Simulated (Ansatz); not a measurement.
## A worked fit of the energy against the cutoff, with one run withheld: HfN (I4mm, 2 atoms in the cell)

```yaml
crystal:
  lattice:
    - [0.00000, 2.24870, 2.24870]
    - [2.24870, 0.00000, 2.24870]
    - [2.24870, 2.24870, 0.00000]
  atoms:
    - { symbol: Hf, position: [0.01112, 0.01112, 0.98888] }
    - { symbol: N, position: [0.50000, 0.50000, 0.50000] }
```

Method: PBEsol, default PAW files made with PBE (plane waves; Ansatz, a program for electronic structure).

Base settings: basis.ecutwfc = 420 eV; kpoints.mp_grid.grid = 13 13 13; hamiltonian.xc = pbesol; hamiltonian.pseudopotentials = {kind: paw} (the program's default PAW files); scf.occupations.method = fermi_dirac; scf.occupations.width = 0.1 eV.

The last step of the ladder, which sets the zero, is basis.ecutwfc = 1010 eV.

The starting cell has typed, rounded lattice constants, without a prior relaxation at this level. Its lattice was rescaled by up to half a per cent. One atom was moved a little off its site on purpose.

An empirical form for the window shown: the miss falls exponentially with the largest wave vector, which goes as √cutoff: ln(ΔF) = a + b·√cutoff.

```
basis.ecutwfc  √cutoff (√eV)  F less the last step's (meV/atom)  ln of it
-------------  -------------  ---------------------------------  --------
250 eV                15.811                             993.86     6.902
295 eV                17.176                             221.81     5.402
335 eV                18.303                                  ?         ?
380 eV                19.494                              16.60     2.809
420 eV                20.494                               4.19     1.433
```

Q: Fit the line to the 4 rows given and predict the withheld one.

A: Means: x̄ = 18.244, ȳ = 4.1365. Σ(x − x̄)(y − ȳ) = -15.82 and Σ(x − x̄)² = 13.69, so b = -1.156 and a = ȳ − b·x̄ = 25.227; ΔF halves for each 0.60 in √cutoff. The largest residual of the fitted rows is 0.12. At x = 18.303 the line gives 4.069, that is 58.5 meV/atom. The run gave 64.75 meV/atom, a miss of 6.25 meV/atom (10 %). The table is a window of a longer ladder. The rows were chosen because the form fits them, the withheld one included, so this shows the method and is no test of the form.

Left out of this page: 11 runs of the series outside the window shown, repeating another row's setting, or not comparable.

Keys are those of Ansatz 0.2.
